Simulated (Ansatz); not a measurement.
This Ansatz (an electronic-structure program) input is the reference run, Cs2AgBiF6 (space group Fm-3m, No. 225; a cell from a computed database, its experimental status unchecked), computed with PBE (Ansatz, PAW, no spin-orbit coupling):

Ansatz 0.2 input:
```yaml
crystal:
  lattice:
    - [0, 4.7706121571, 4.7706121571]
    - [4.7706121571, 0, 4.7706121571]
    - [4.7706121571, 4.7706121571, 0]
  atoms:
    - { symbol: Cs, position: [0.75, 0.75, 0.75] }
    - { symbol: Cs, position: [0.25, 0.25, 0.25] }
    - { symbol: Ag, position: [0.5, 0.5, 0.5] }
    - { symbol: Bi, position: [0, 0, 0] }
    - { symbol: F, position: [0.760808805, 0.239191195, 0.239191195] }
    - { symbol: F, position: [0.239191195, 0.760808805, 0.760808805] }
    - { symbol: F, position: [0.239191195, 0.760808805, 0.239191195] }
    - { symbol: F, position: [0.760808805, 0.239191195, 0.760808805] }
    - { symbol: F, position: [0.239191195, 0.239191195, 0.760808805] }
    - { symbol: F, position: [0.760808805, 0.760808805, 0.239191195] }
basis: { ecutwfc: 420, ecutrho_ratio: 4, xc_grid: 2, fft_grid_basis: typed }
kpoints: { mp_grid: { grid: [6, 6, 6] } }
hamiltonian:
  xc: pbe
  dispersion: none
  pseudopotentials: { kind: paw }
scf: { occupations: { method: fermi_dirac, width: 0.05 }, convergence: { dr2_threshold: 0.000000001 } }
output: { forces: true, stress: true }
checkpoint: { write: state.ck, write_every: 1000 }
```

Question: Write the input for this change: uniaxial strain ε_zz = +2.37 %, all other strain components held at zero, atoms relaxed at fixed cell.

Answer: 
Ansatz 0.2 input:
```yaml
crystal:
  lattice:
    - [0, 4.7706121571, 4.8836756652]
    - [4.7706121571, 0, 4.8836756652]
    - [4.7706121571, 4.7706121571, 0]
  atoms:
    - { symbol: Cs, position: [0.75, 0.75, 0.75] }
    - { symbol: Cs, position: [0.25, 0.25, 0.25] }
    - { symbol: Ag, position: [0.5, 0.5, 0.5] }
    - { symbol: Bi, position: [0, 0, 0] }
    - { symbol: F, position: [0.760808805, 0.239191195, 0.239191195] }
    - { symbol: F, position: [0.239191195, 0.760808805, 0.760808805] }
    - { symbol: F, position: [0.239191195, 0.760808805, 0.239191195] }
    - { symbol: F, position: [0.760808805, 0.239191195, 0.760808805] }
    - { symbol: F, position: [0.239191195, 0.239191195, 0.760808805] }
    - { symbol: F, position: [0.760808805, 0.760808805, 0.239191195] }
basis: { ecutwfc: 420, ecutrho_ratio: 4, xc_grid: 2, fft_grid_basis: typed }
kpoints: { mp_grid: { grid: [6, 6, 6] } }
hamiltonian:
  xc: pbe
  dispersion: none
  pseudopotentials: { kind: paw }
scf: { occupations: { method: fermi_dirac, width: 0.05 }, convergence: { dr2_threshold: 0.000000001 } }
relax: { f_tol: 0.005, max_steps: 50 }
output: { forces: true, stress: true }
checkpoint: { write: state.ck, write_every: 1000 }
```
This is the input that was run.

Stability against distortions was not tested.
